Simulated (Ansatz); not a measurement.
# Au: response to strain

The parent structure is Au in the fcc (Cu type) structure (space group Fm-3m, No. 225; a = 4.0477 Å; relaxed with 0.1 eV smearing). Axes: x, y, z lie along the cube axes.

Strains are applied to the cell and any free atomic positions relax; under biaxial strain the out-of-plane vector relaxes too.

All numbers come from LDA, PAW, 420 eV (Ansatz, an electronic-structure program; no SOC).

Notes on the quantities. in-plane stress: mean in-plane stress (compression positive).

```csv
case,in-plane stress,out-of-plane strain
"biaxial strain −2.08 %, plane normal [111], relaxed out of plane",+4.5 GPa,+3.00 %
"biaxial strain −1.67 %, plane normal [111], relaxed out of plane",+3.6 GPa,+2.37 %
"biaxial strain −1.25 %, plane normal [111], relaxed out of plane",+2.6 GPa,+1.74 %
"biaxial strain −0.83 %, plane normal [111], relaxed out of plane",+1.7 GPa,+1.14 %
"biaxial strain +0.42 %, plane normal [111], relaxed out of plane",[?],[?]
"biaxial strain +0.83 %, plane normal [111], relaxed out of plane",-1.4 GPa,-1.11 %
"biaxial strain +1.25 %, plane normal [111], relaxed out of plane",-2.0 GPa,-1.69 %
"biaxial strain +1.67 %, plane normal [111], relaxed out of plane",-2.5 GPa,-2.27 %
"biaxial strain +2.50 %, plane normal [111], relaxed out of plane",-3.1 GPa,-3.44 %
```

Task: What belongs in the blanks?

Result: 
- biaxial strain +0.42 %, plane normal [111], relaxed out of plane, in-plane stress: -0.8 GPa
- biaxial strain +0.42 %, plane normal [111], relaxed out of plane, out-of-plane strain: -0.56 %

Stability against distortions was not tested.
